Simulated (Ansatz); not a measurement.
We consider TiO₂ (P2₁/c, No. 14, 12 atoms in the cell; start mp-430; high-pressure phase), described by LDA in Ansatz (PAW).

Numerical settings: plane-wave cutoff 500 eV, 8×8×8 k mesh, gaussian smearing 0.02 eV, no spin polarisation, scalar-relativistic PAW data made under PBE.

Cell (relaxed at this level):

TiO2 is taken in the monoclinic space group P2₁/c (No. 14), Pearson symbol mP12. Lattice parameters: a = 4.731 Å, b = 4.822 Å, c = 4.946 Å, α = γ = 90.00°, β = 100.03°. Ti on 4e sees 7 O at 1.857–2.139 Å. O1 on 4e is coordinated by 4 Ti at 1.983–2.139 Å. O2 on 4e sees 3 Ti at 1.857–2.006 Å. (Neighbours: up to the widest gap in distance over summed covalent radii, below 1.35, at either atom; cation-cation and far metal-metal contacts left out.)

**Question.** Predict the band gap.

**Answer.** 
- band gap: 2.20 eV (on the SCF k mesh)

Note: the relaxation could not lower the start's symmetry, so the cell can be a saddle point above a distorted one.

Static lattice: no zero-point or thermal effects.

It cost roughly 6 core-minutes of CPU time.

A start named mp-… is a Materials Project structure, which need not be a measured phase.

Ansatz is a program for electronic structure.
